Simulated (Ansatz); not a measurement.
AgCl: energy against volume

AgCl (rock salt, Fm-3m, 22.087 Å³/atom and stress up to 0.01 GPa in the relaxed cell, cube axes along x, y and z) under an equal strain ε along all three axes. PBE in Ansatz, a plane-wave DFT program (PAW, default set), 420 eV, 10×10×10 Γ-centred mesh, Fermi-Dirac smearing 0.05 eV; ions are relaxed, or left where forces stay under 0.02 eV/Å, within the symmetry of each cell.

Here V stands for volume and E for E less E0.

```csv
volume (Å³/atom),E less E0 (meV/atom),pressure (GPa)
20.1586,?,?
20.7885,11.35,2.98
21.1083,6.25,2.14
21.4314,2.72,1.37
21.7578,0.67,0.66
22.0874,0.00,0.00
22.4204,0.63,-0.60
22.7567,2.49,-1.16
23.0963,5.48,-1.66
23.4394,9.54,-2.13
```

Taking the third-order Birch-Murnaghan form, a cubic in V^(-2/3) for E over the 9 complete rows: With u = V^(-2/3) - 0.127, the rows have u = 0.005267, 0.003928, 0.002608, 0.001309, 0.000029, -0.001232, -0.002474, -0.003698, -0.004904. Least squares gives E = 0.002 - 21.2·u + 402356·u² + 2041794·u³. Residuals (row less fit): -0.001, 0.000, 0.000, 0.002, -0.002, -0.005, 0.004, 0.001, -0.002; standard error 0.003 (degrees of freedom: 5). Its minimum lies at u = 0.000026, so V0 = (0.127026)^(-3/2) = 22.09. There d²E/du² = 805000 and d³E/du³ = 1.225e7, so B0 = (4/9) × 22.09^(-7/3) × 805000 × 0.160218 = 41.9 GPa (the last factor turns the table's units into GPa), and B0' = 4 + (2/3) × 0.127026 × (1.225e7)/805000 = 5.3. B0' rests on the cubic coefficient alone and has a standard error of 0.1 from these residuals.

Q: Predict the withheld E at V = 20.1586 from the fit, and compare with the calculation.

A: u = 0.008008, so E = 0.002 - 21.2 × 0.008008 + 402356 × 0.008008² + 2041794 × 0.008008³ = 26.683 meV/atom. The calculation gives 26.68 meV/atom, which the fit meets to the printed digits. The row lies outside the fitted rows, so this is an extrapolation. The scatter of the fitted rows lies at the last printed digit.

Other structures, which can take over under pressure, weren't tried. The same form fitted to the pressure column gives B0' = 5.3; series where the two differ by over 0.4 aren't shown. Rows are the converged runs of the series near zero and its far end, less any whose ions stayed unrelaxed beside relaxed ones; series whose fitted rows scatter by over a few per cent of the range, as at a crossing or softening among them, aren't shown in this form.
